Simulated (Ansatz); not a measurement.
System: ZnO (model structure, started from the NiAs type, P6₃/mmc, No. 194, 4 atoms in the cell). Method: r²SCAN+rVV10 in Ansatz (plane waves, PAW).

Numerical settings: plane-wave cutoff 560 eV, 12×12×8 k mesh (along the axes of the cell as run), Fermi–Dirac smearing 0.01 eV, scalar-relativistic PAW data made under PBE.

Cell (relaxed at this level):

Space group P6₃/mmc (No. 194); a = b = 2.966 Å, c = 5.114 Å, α = β = 90.00°, γ = 120.00°

```
atom  site  symmetry       x       y       z
----  ----  --------  ------  ------  ------
Zn      2a      -3m.  0.0000  0.0000  0.0000
O       2c      -6m2  0.3333  0.6667  0.2500
```

Estimate the band gap that the calculation returns.


- band gap: 1.37 eV (direct)

Note: the relaxation could raise the start's symmetry but not lower it, so the cell can be a saddle point.

Static lattice: no zero-point or thermal effects.

It cost about 10 core-seconds (a rough figure) of CPU time.

A model structure was made by putting elements into a prototype or built by hand; it is no filed structure, need not be a known phase, and can be a saddle point held by its symmetry.

Ansatz is a first-principles code.
